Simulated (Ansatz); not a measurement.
## CdS in the wurtzite structure (space group P6_3mc, No. 186)

CdS is modelled in the hexagonal space group P6₃mc (No. 186), the wurtzite structure, Pearson symbol hP4. Conventional cell: a = b = 4.1244 Å, c = 6.7082 Å, α = β = 90.00°, γ = 120.00°. Cd on 2b sees 4 S at 2.521–2.527 Å (tetrahedral). S on 2b sees 4 Cd at 2.521–2.527 Å (tetrahedral). (Neighbours: up to the widest gap in distance over summed covalent radii, below 1.35, at either atom; cation-cation and far metal-metal contacts left out.)

Computed with DFT with PBEsol, PAW potentials and a 420 eV plane-wave cutoff in Ansatz (a program for electronic structure), spin-orbit coupling left out. k-mesh 9×9×5 (Γ-centred); smearing 0.05 eV (Fermi–Dirac).

| Item | Result |
|---|---|
| Volume per atom | 24.71 Å³ |
| Density | 4.86 g/cm³ |
| Band gap | 1.09 eV, direct at Γ |
| Electron mass | 0.11 mₑ along c, 0.12 mₑ across |
| Lowest conduction-band minima above the VBM | Γ 1.09 eV |
| Total energy | -4535.113 eV/atom (σ→0; compares only within this code and set-up) |

Masses are band curvatures over ±0.01 Å⁻¹ around the edge. No phonon test of stability was made.
